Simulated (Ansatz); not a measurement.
We consider MgO (P6₃/mmc, No. 194; start mp-1065577; another space group than a measured phase of this formula), described by G0W0@PBEsol (Ansatz, an electronic-structure program, plane waves, hard PAW, contour deformation).

The cell is the one relaxed with PBEsol. Conventional cell: a = 3.4940 Å, b = 3.4940 Å, c = 4.1947 Å, α = 90.00°, β = 90.00°, γ = 120.00°.

The quasiparticle gap at Γ at a fixed k mesh 3×3×2:

| response cutoff | value (eV) |
|---|---|
| 200 eV, 523 empty bands | 5.666 |
| 250 eV, 731 empty bands | 5.733 |
| 300 eV, 961 empty bands | 5.775 |
| 400 eV, 1480 empty bands | 5.823 |

**Question.** Taking the value to converge with the response cutoff E as E^(−3/2), extrapolate from the last two rows.

**Answer.** With y = y∞ + c/w and weights w = 5196 and 8000 for the last two rows, y∞ = (w2 y2 − w1 y1)/(w2 − w1) = (8000 × 5.823 − 5196 × 5.775)/2804 = 5.912 eV, which lies 0.089 beyond the last row. Successive pairs of rows give 5.901, 5.909, 5.912. The limit also hangs on the law assumed, so its last digits aren't firm.

The other settings are not extrapolated, so this is the limit in one setting alone.

A start named mp-… is a Materials Project structure, which can be a computed phase never made.
